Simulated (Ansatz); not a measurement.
Worked example: relaxation of cell and atoms of PdPt₃ (I4/mmm, 4 atoms in the cell) in Ansatz (a first-principles code).

Method of the run: PBEsol, default PAW files made with PBE (plane waves; Ansatz).

The change in words: atoms on their sites; basis.ecutwfc: 420 eV → 630 eV; relax: default → cell and atoms. Reference geometry:
```
PdPt3
1.0
   -1.97785     1.97785     3.92748
    1.97785    -1.97785     3.92748
    1.97785     1.97785    -3.92748
Pd Pt
1 3
Direct
  0.00636   0.00636   0.00000
  0.75000   0.25000   0.50000
  0.25000   0.75000   0.50000
  0.50000   0.50000   0.00000
```
Moments meant for the start (each program seeds them in its own way; μB, in the order of the atoms Pd Pt Pt Pt): 0.0 1.0 1.0 1.0.

Reference input (self-consistent single point, DFT, PBEsol, plane waves, default PAW files made with PBE): basis.ecutwfc = 420 eV; kpoints.mp_grid.grid = 6 6 6; hamiltonian.xc = pbesol; hamiltonian.pseudopotentials = {kind: paw} (the program's default PAW files); magnetization.spin_polarized = true; scf.occupations.method = fermi_dirac; scf.occupations.width = 0.1 eV. This run's input differs from it in these lines:

Ansatz 0.2 input:
```diff
@@ -6,3 +6,3 @@
   atoms:
-    - { symbol: Pd, position: [0.006365, 0.006365, 0.000000] }
+    - { symbol: Pd, position: [0.000000, 0.000000, 0.000000] }
     - { symbol: Pt, position: [0.750000, 0.250000, 0.500000], spin: 1.0 }
@@ -11,3 +11,3 @@
 basis:
-  ecutwfc: 420.0 eV
+  ecutwfc: 630.0 eV
 kpoints:
@@ -21,2 +21,4 @@
   occupations: { method: fermi_dirac, width: 0.1 eV }
+relax:
+  cell: {}
 output:
```

Output, abridged:

```
   [... SCF lines of the steps left out ...]
relax step   1: F+E_penalty+E_count = -44058.27878022 eV  Δ(F+E_penalty+E_count) = +0.000e0 eV  max|allowed force component| = 5.204e-18 eV/Å  Δτ_max = 0.0000 Å  P = -7.446 GPa  Ω = 61.456 Å³  (14 SCF iters, dr2 threshold 1.00e-7 eV, accepted)
relax step   2: F+E_penalty+E_count = -44058.15019604 eV  Δ(F+E_penalty+E_count) = +1.286e-1 eV  max|allowed force component| = 1.084e-18 eV/Å  Δτ_max = 0.0000 Å  P = +17.809 GPa  Ω = 56.281 Å³  energy of the carried Pulay correction = +3.216e-4 eV  [...]
   [... lines left out ...]
relax step   6: F+E_penalty+E_count = -44058.32385833 eV  Δ(F+E_penalty+E_count) = -1.343e-5 eV  max|allowed force component| = 3.686e-18 eV/Å  Δτ_max = 0.0000 Å  P = -0.001 GPa  Ω = 59.607 Å³  energy of the carried Pulay correction = +1.097e-4 eV  [...]
relax step   7: F+E_penalty+E_count = -44058.32375015 eV  Δ(F+E_penalty+E_count) = +1.082e-4 eV  max|allowed force component| = 2.168e-18 eV/Å  Δτ_max = 0.0000 Å  P = -0.001 GPa  Ω = 59.607 Å³  stress off target by 1.90e-3 GPa  SCF on the basis [...]
basis re-selected at this cell: Δ(F+E_penalty+E_count) = +1.082e-4 eV, ΔP = -0.000 GPa vs the last step
the relaxation is at rest under the 16 symmetry operations that the run kept from its start: a minimum is not shown …
the relaxation's final electronic state is not compared with the one that a single-point calculation of its input finds at the relaxed geometry …
Magnetization: -0.0000 μB (36.0000 up, 36.0000 down)
   [... lines left out ...]
Absolute magnetization: 0.0000 μB (∫|ρ↑−ρ↓|, with the PAW one-centre terms)
Free energy (F): -44058.323750 eV
Fermi energy:    22.550320 eV
  cell:  # Å, volume = 59.6071 Å³
   [... lines left out ...]
    - [1.9533924621290049, -1.9533924621290049, 3.9053425031266586]
    - [1.9533924621290049, 1.9533924621290049, -3.9053425031266586]
  atoms:
    - { symbol: Pd, position: [1.0969874537388812e-36, -1.2606566094694278e-34, -1.153711595977768e-34] }
    - { symbol: Pt, position: [0.75, 0.25000000000000006, 0.5] }
    - { symbol: Pt, position: [0.25000000000000006, 0.75, 0.5] }
    - { symbol: Pt, position: [0.5, 0.5, 4.790305672065611e-35] }
```

The run converged.  The full log also holds: “iter 7 did not close the SCF: its close was put off for a magnetic moment that had not settled (scf_convergence_deferred on its scf_iter line)”. The full log also holds: “iter 5 did not close the SCF: its close was put off for a magnetic moment that had not settled (scf_convergence_deferred on its scf_iter line)”.

Summary of the result:
```
Property                                                                                   Result
-----------------------------------------------  ------------------------------------------------
Free energy E − TS (on the zero of these files)                                    -44058.3238 eV
Fermi level (on the code's own zero)                                                     22.55 eV
Pressure                                                                                 0.00 GPa
Size of the cell's spin moment                                                            0.00 μB
Final cell                                       a = b = c = 4.784 Å, α = β = 131.80°, γ = 70.55°
Final volume per atom                                                                    14.90 Å³
Relaxation steps                                                                                7
```

The starting cell comes from a database of computed structures (which also holds hypothetical and non-ambient phases and stackings), without a prior relaxation at this level. Its lattice was rescaled by up to half a per cent. The starting moments vanished: the run ended non-magnetic. The program warned that a starting moment was not kept. The relaxation keeps the symmetry of its start, so its end need not be a minimum. Ansatz's pressure includes its estimate of the finite-basis (Pulay) stress.

Cost on one core of a shared machine: roughly 2 min.
